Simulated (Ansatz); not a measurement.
## What pressure −1 GPa does to MoSi2

Consider MoSi₂ (space group I4/mmm, No. 139; a = 3.2169 Å, c = 7.8730 Å).

Now apply this change: hydrostatic tension (pressure −1 GPa).

Computed with DFT with PBE, PAW potentials and a 420 eV plane-wave cutoff in Ansatz (a first-principles code), no spin-orbit coupling. Settings: 20×20×20 k-points, 0.05 eV Fermi–Dirac smearing.

```json
{
  "volume_per_atom": "13.65 Å³ (base 13.58 Å³)",
  "density": "6.17 g/cm³ (base 6.20 g/cm³)",
  "c/a ratio": "2.447 (base 2.447)",
  "shortest_interatomic_distance": "2.599 Å (base 2.596 Å)",
  "band_gap": "zero (base zero)"
}
```

Load acts through the strain it causes; cell and atoms are relaxed under it. No phonon test of stability was made. All final runs are without spin polarisation.
